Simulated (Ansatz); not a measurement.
Defect migration in monoclinic HfO2: Y-vacancy pair (Y on one host Hf site, one O site vacant), charge state +1. The step: a nearby O atom hops onto the vacant site (Y-vacancy distance between ideal sites 2.05 → 3.82 Å); the atom moves 2.32 Å along (-0.03, -0.13, -0.42) of the unit cell; the moving atom starts with neighbours Hf at 2.06, Hf at 2.07, Hf at 2.23; O at 2.58, O at 2.64 Å and ends with Hf at 2.05, Hf at 2.07; O at 2.48; Y at 2.21 Å. DFT values are from Ansatz (plane-wave PAW, 420 eV unless said) in a cell of 96 host sites, spin-restricted, static, with no finite-size correction. The charge state is imposed; whether it is stable for some Fermi level was not computed. Forms of the defect that were not tried may lie lower. The start lies 0.066 eV above the lowest site run (PBE). For the PBE band: the saddle point's order was not checked.

```json
[
 {"Level": "CHGNet universal potential (has no charge state), its own band", "Forward barrier (eV)": "0.52", "Cost of the band or of the saddle's single point": "-"},
 {"Level": "PBE, the Γ point alone, band relaxed", "Forward barrier (eV)": "0.64", "Cost of the band or of the saddle's single point": "roughly 20 core-minutes"},
 {"Level": "PBE, a 2×2×2 k-point mesh shifted by half a step, same geometries", "Forward barrier (eV)": "0.63", "Cost of the band or of the saddle's single point": "very roughly 7 core-minutes"},
 {"Level": "r2SCAN at 500 eV, the Γ point alone, same geometries", "Forward barrier (eV)": "…", "Cost of the band or of the saddle's single point": "about 100 core-seconds (a rough figure)"}
]
```

Problem. What belongs in the gaps?

Solution. 
- r2SCAN at 500 eV, the Γ point alone, same geometries, Forward barrier (eV): 0.69

Ansatz is a first-principles code.
